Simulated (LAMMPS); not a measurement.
MD of Ni (fcc) at zero pressure, 256 atoms, as a liquid; each row is its own run.

Level of theory: MD with a machine-learned potential, pair style snap, file Ni_Zuo_JPCA2020.snap, run in LAMMPS.

```csv
T (K),volume (Å³/atom)
1380,11.743
1560,11.836
1730,11.949
1900,12.037
2160,12.187
2250,12.249
2760,12.563
```

Problem. Fit a straight line, y = a + b x, to these rows (x is the first column, y the second) and predict the run at x = 2420.

Solution. Least squares gives a = 10.914 and b = 0.0005942. At x = 2420 the fit predicts 12.352 Å³/atom. The run itself gave 12.348 ± 0.007 Å³/atom, so the fit is 0.032 % high, within the run's error.

Caution (rows 1380; 1560): this liquid lies under the measured melting point of 1728 K, so it is undercooled or the potential melts low.

Caution: a run this short can hold a crystal over, or a liquid under, the potential's own melting point, which these runs don't give.

Caution (row 1560): enthalpy drifts during the constant-pressure average: a transition or slow ageing; fluctuation values are void.
